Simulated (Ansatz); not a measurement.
A relaxation of cell and atoms of LaMg₆Mo (Amm2, 8 atoms in the cell) with Ansatz (an electronic-structure program).

Level of theory: LDA (PW92), PAW files made with PBE (plane waves; Ansatz).

```xyz
8
Lattice="4.9891 0.0000 0.0000 0.0000 3.2451 5.7849 0.0000 -3.2451 5.7849" Properties=species:S:1:pos:R:3 pbc="T T T"
La     0.0000     0.0000     9.2670
Mg     0.0000    -1.5641     6.6234
Mg     0.0000     1.5641     6.6234
Mg     0.0000     0.0000     3.8786
Mg     2.4946    -1.5452     4.9518
Mg     2.4946     1.5452     4.9518
Mg     2.4946     0.0000     1.9845
Mo     2.4946     0.0000     7.9988
```

Reference input (self-consistent single point, DFT, LDA (PW92), plane waves, PAW files made with PBE): kpoints.mp_grid.grid = 4 3 3; hamiltonian.xc = lda; hamiltonian.pseudopotentials = {kind: paw} (the program's default PAW files); scf.occupations.method = gaussian; scf.occupations.width = 0.05 eV. This run's input differs from it in these lines:

```diff
@@ -21,2 +21,4 @@
   occupations: { method: gaussian, width: 0.05 }
+relax:
+  cell: {}
 output:
```

Output (repeated stretches shortened):

```
   [... SCF lines of the steps left out ...]
relax step   1: F+E_penalty+E_count = -22326.71313792 eV  Δ(F+E_penalty+E_count) = +0.000e0 eV  max|allowed force component| = 1.957e-1 eV/Å  Δτ_max = 0.0000 Å  P = -4.021 GPa  Ω = 187.317 Å³  (11 SCF iters, dr2 threshold 1.00e-7 eV, accepted)
relax step   2: F+E_penalty+E_count = -22326.94624404 eV  Δ(F+E_penalty+E_count) = -2.331e-1 eV  max|allowed force component| = 1.093e-1 eV/Å  Δτ_max = 0.0578 Å  P = +0.762 GPa  Ω = 168.774 Å³  energy of the carried Pulay correction = +8.272e-4 eV  [...]
   [... lines left out ...]
relax step   5: F+E_penalty+E_count = -22326.96018945 eV  Δ(F+E_penalty+E_count) = -1.211e-3 eV  max|allowed force component| = 8.930e-3 eV/Å  Δτ_max = 0.0102 Å  P = -0.009 GPa  Ω = 171.000 Å³  energy of the carried Pulay correction = +7.234e-4 eV  [...]
relax step   6: F+E_penalty+E_count = -22326.95951760 eV  Δ(F+E_penalty+E_count) = +6.719e-4 eV  max|allowed force component| = 8.849e-3 eV/Å  Δτ_max = 0.0000 Å  P = -0.009 GPa  Ω = 171.000 Å³  stress off target by 1.76e-2 GPa  SCF on the basis [...]
basis re-selected at this cell: Δ(F+E_penalty+E_count) = +6.719e-4 eV, ΔP = +0.000 GPa vs the last step
the relaxation is at rest under the 4 symmetry operations that the run kept from its start: a minimum is not shown …
Free energy (F): -22326.959518 eV
Internal energy: -22326.949695 eV  (E = F + TS)
E sigma→0 (E₀):  -22326.954607 eV
Entropy (-TS):   -0.009822 eV (-1.228 meV/atom)
Fermi energy:    8.624726 eV
--- Forces (eV/Å), atoms counted from 1 ---
  atom   1  La     0.00000000     0.00000000    -0.00884912
   [... lines left out ...]
  cell:  # Å, volume = 170.9999 Å³
   [... lines left out ...]
    - { symbol: Mg, position: [0.0, 0.3373008832310828, 0.3373008832310828] }
    - { symbol: Mg, position: [0.5, 0.18619618732540533, 0.675626798754496] }
    - { symbol: Mg, position: [0.5, 0.675626798754496, 0.18619618732540533] }
    - { symbol: Mg, position: [0.5, 0.1760559526929887, 0.1760559526929887] }
    - { symbol: Mo, position: [0.5, 0.6870946017824964, 0.6870946017824964] }
```

The run converged.  The full log also holds: “iter 5 did not close the SCF: its close was put off for the readings that it lacked (scf_convergence_deferred on its scf_iter line)”. The full log also holds: “iter 4 did not close the SCF: its close was put off for the readings that it lacked (scf_convergence_deferred on its scf_iter line)”.

Summary of the result:
| Quantity | Value |
|---|---|
| Free energy E − TS (on the zero of these files) | -22326.9595 eV |
| Fermi level (on the code's own zero) | 8.62 eV |
| Pressure | -0.01 GPa |
| Largest force (vector length) | 0.009 eV/Å |
| Final cell | a = 4.7836 Å, b = c = 6.5125 Å, α = 57.44°, β = γ = 90.00° |
| Final volume per atom | 21.37 Å³ |
| Relaxation steps | 6 |

The starting cell comes from a database of computed structures (which also holds hypothetical and non-ambient phases and stackings), without a prior relaxation at this level. Its lattice was rescaled by a random factor within 2.5 % of one. Spin polarisation is off. The relaxation keeps the symmetry of its start, so its end need not be a minimum. Ansatz's pressure includes its estimate of the finite-basis (Pulay) stress.

Cost on one core of a shared machine: roughly 50 s.

Keys are those of Ansatz 0.2.
